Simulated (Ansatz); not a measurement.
The reference is MoSi₂ (space group I4/mmm, No. 139; a = 3.190 Å, c = 7.821 Å).

Now apply this change: a hydrostatic pressure of 0.7 GPa.

Levels (all Ansatz, a program for electronic structure, PAW): PBEsol (420 eV, no spin-orbit coupling); r2SCAN (500 eV, without spin-orbit coupling).

The geometry is relaxed with PBEsol.

- PBEsol pressure: 0.7 GPa

Q: What does r2SCAN give at this geometry for the pressure?

A: The pressure goes up by 1.5 GPa (0.7 GPa → 2.2 GPa).

Single points use the geometry relaxed with PBEsol. Their cutoffs differ, which shifts pressures a little. Load acts through the strain it causes; cell and atoms are relaxed under it. Whether these cells are dynamically stable was not tested. The final runs are not spin-polarised.
